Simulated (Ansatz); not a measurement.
Consider BeSe in the zinc blende structure (space group F-43m, No. 216; a = 5.1289 Å). Axes: x, y, z lie along the cube axes.

The values are results of PBEsol in Ansatz (plane waves to 420 eV, PAW, no spin-orbit coupling), not measurements.

Base values:

* **Smallest direct gap**: 4.28 eV
* **Electron mass**: 0.84 mₑ along k, 0.26 mₑ across (at X)

Now apply this change: compressive biaxial strain of 0.50 % in the plane normal to [001], as in epitaxy on a mismatched substrate; the out-of-plane cell vector and the atoms relax.

What does the calculation give for the smallest direct gap after the change?

The smallest direct gap grows by 0.03 eV to 4.31 eV.

What happens to the in-plane stress?

The mean in-plane stress (compression positive) is +0.7 GPa.

What happens to the out-of-plane strain?

The out-of-plane strain amounts to +0.40 %.

How does this affect the electron mass?

The electron mass becomes 0.83 mₑ along k, 0.26 mₑ across (at X) (base: 0.84 mₑ along k, 0.26 mₑ across (at X)).

Masses are band curvatures over ±0.01 Å⁻¹ around the edge. Along k means along the line from Γ to the band edge. Stability against distortions was not tested.

Ansatz is an electronic-structure program.
